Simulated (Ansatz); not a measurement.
## MoGe (model structure, from the WC type, P-6m2, No. 187): properties by level of theory

| level (code) | lattice constant a (Å) | c axis length (Å) | formation enthalpy (eV/atom) |
|---|---|---|---|
| PBE (Ansatz) | 3.206 | 3.606 | (withheld) |
| PBEsol (Ansatz) | 3.165 | (withheld) | (withheld) |
| PBE-D3(BJ) (Ansatz) | 3.159 | 3.598 | (withheld) |
| r²SCAN (Ansatz) | 3.207 | 3.557 | (withheld) |

### Question
Fill in the missing entries.

### Answer

- PBE (Ansatz, an electronic-structure program), formation enthalpy (eV/atom): -0.052
- PBEsol (Ansatz), c axis length (Å): 3.578
- PBEsol (Ansatz), formation enthalpy (eV/atom): -0.118
- PBE-D3(BJ) (Ansatz), formation enthalpy (eV/atom): -0.107
- r²SCAN (Ansatz), formation enthalpy (eV/atom): -0.033

Ansatz's density-functional and Hartree–Fock values are scalar-relativistic unless marked +SOC, with PAW data made under PBE.

Static lattice: no zero-point or thermal effects.

A model structure was made by putting elements into a prototype or built by hand; it is no filed structure, need not be a known phase, and can be a saddle point held by its symmetry.
